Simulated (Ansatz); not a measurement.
## SiO2, response to strain

Consider SiO2 in the rutile structure (space group P4_2/mnm, No. 136).

```xyz
6
Lattice="4.2359 0.0000 0.0000 0.0000 4.2359 0.0000 0.0000 0.0000 2.6899" Properties=species:S:1:pos:R:3 pbc="T T T"
Si     2.1179     2.1179     1.3450
Si     0.0000     0.0000     0.0000
O      3.4183     3.4183     1.3450
O      1.3004     2.9355     0.0000
O      2.9355     1.3004     0.0000
O      0.8176     0.8176     1.3450
```

Cartesian axes are those of the cell as printed.

Strains are applied to the cell and any free atomic positions relax; under biaxial strain the out-of-plane vector relaxes too.

Levels (all Ansatz, a quantum-chemistry and plane-wave program, PAW, earlier PAW set): PBE (420 eV, scalar-relativistic without spin-orbit coupling); r2SCAN (500 eV, without spin-orbit coupling).

The base cell above is that of PBE; each level relaxes its own structures.

| case | band gap, PBE | band gap, r2SCAN |
|---|---|---|
| biaxial strain −2.45 %, plane normal [001], relaxed out of plane | 5.45 eV | 6.98 eV |
| biaxial strain +1.06 %, plane normal [001], relaxed out of plane | 4.90 eV | 6.35 eV |
| biaxial strain +1.25 %, plane normal [001], relaxed out of plane | 4.88 eV | 6.32 eV |
| biaxial strain +4.78 %, plane normal [001], relaxed out of plane | 4.51 eV | 5.86 eV |
| isotropic strain −0.91 % | 5.49 eV | 7.01 eV |
| isotropic strain −0.62 % | 5.35 eV | 6.85 eV |
| isotropic strain +0.92 % | 4.63 eV | 6.06 eV |
| isotropic strain +1.90 % | 4.20 eV | 5.59 eV |

PBE lies below r2SCAN in every row, by 1.35 eV to 1.53 eV. They put the cases in the same order.

Stability against distortions was not tested.
